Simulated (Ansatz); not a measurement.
Functionals compared on a constructed model of the (111) surface of fcc Pd, a pseudomorphic layer of Ir in the host's stacking (bottom of the slab: a bare face, its two planes held), in Ansatz (plane waves, PAW). The structure was relaxed with PBE; the other rows are single points on it. Cutoff 420 eV (500 eV for r2SCAN).

Model: 7-atom slab, 13.8 Å thick at the start, 15x15x1 mesh, Fermi-Dirac 0.1 eV, dipole correction, 2 atoms held, the rest relaxed; held to the start's symmetry, so lower structures may exist; no spin, no spin-orbit, no U. In PBE it is, or lies within 0.01 eV a 1x1 cell of, the lowest of the 2 structures of its composition computed so far; larger cells were not tried. These notes are the PBE run's.

```csv
functional,work function of the top face (eV),rough cost of the single point
PBE,5.65,–
RPBE,5.50,very roughly 25 core-seconds
r2SCAN,…,about 70 core-seconds (a rough figure)
```

Complete the blanks.


- r2SCAN, work function of the top face (eV): 5.73

Ansatz is a quantum-chemistry and plane-wave program.
